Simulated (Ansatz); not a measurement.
The starting structures come from a database of crystals and need not be the phases stable at ambient conditions.

 Where the default PAW files enter, the runs use the earlier of Ansatz's two default sets.

Here is the system:

```
CELL_PARAMETERS angstrom
      3.60234     0.00000     0.00000
      0.00000     8.68036     0.00000
      0.00000     0.00000     4.10708
ATOMIC_POSITIONS crystal
  Zr 0.00000 0.10172 0.50000
  Zr 0.50000 0.89828 0.00000
  Br 0.00000 0.65786 0.00000
  Br 0.50000 0.34214 0.50000
  N  0.00000 0.03294 0.00000
  N  0.50000 0.96706 0.50000
```

Space group of this cell: Pmmn. The cell was relaxed by PBE-D3(BJ); by r2SCAN its mean pressure is 1.1 GPa.

Transport runs along the normal of the first two printed cell vectors.

No gap correction and no spin-orbit coupling; mid-gap values are interpolated between computed energies.

Question: Give the band gap and the smallest decay constant κ at mid-gap that r2SCAN (Ansatz, a quantum-chemistry and plane-wave program) yields.

Answer: Gap 2.20 eV on a 8×4×8 mesh; κ = 0.251 1/Å, at the zone centre.
